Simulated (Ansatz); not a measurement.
System: GaN (model structure, P6₂22, No. 180, 6 atoms in the cell). Method: r²SCAN+rVV10 in Ansatz (plane waves, PAW).

Settings: plane-wave cutoff 560 eV, 12×12×6 k mesh (along the axes of the cell as run), Fermi–Dirac smearing 0.01 eV, scalar-relativistic PAW data made under PBE.

Cell (relaxed at this level):

Space group P6₂22 (No. 180); a = b = 3.117 Å, c = 7.360 Å, α = β = 90.00°, γ = 120.00°

```tsv
atom	site	symmetry	x	y	z
Ga	3d	222	0.5000	0.0000	0.5000
N	3c	222	0.5000	0.0000	0.0000
```

Problem. Give the computed band gap.

Solution. 
- band gap = 1.92 eV (on the SCF k mesh)

Note: the relaxation could raise the start's symmetry but not lower it, so the cell can be a saddle point.

Spin–orbit coupling is not included.

Computed values are for the static lattice.

Cost on a shared machine: very roughly 5 core-minutes.

A model structure was made by putting elements into a prototype or built by hand; it is no filed structure, need not be a known phase, and can be a saddle point held by its symmetry.

Ansatz is a program for electronic structure.
